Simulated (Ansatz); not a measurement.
Where the default PAW files enter, the runs use the earlier of Ansatz's two default sets.

Input:

```yaml
crystal:
  lattice:
    - [2.96561, 0.00000, 0.00000]
    - [0.00000, 2.96561, 0.00000]
    - [1.48280, -1.48280, 2.09700]
  atoms:
    - { symbol: Mg, position: [0.00000, 0.00000, 0.00000] }
    - { symbol: O, position: [0.50000, 0.50000, 0.00000] }
```

Space group of this cell: Fm-3m, rock salt. The cell is taken as given; by LDA its mean pressure is -3.9 GPa.

Transport runs along the normal of the first two printed cell vectors, the (001) plane of the conventional cell.

The gap is the functional's own, uncorrected, and κ follows it; spin-orbit coupling is left out. Mid-gap means the computed energy nearest the middle.

Q: State the band gap and the smallest decay constant κ at mid-gap according to LDA in Ansatz (a first-principles code).

A: Gap 4.79 eV on a 14×14×14 mesh; κ = 0.336 1/Å, at the zone centre.
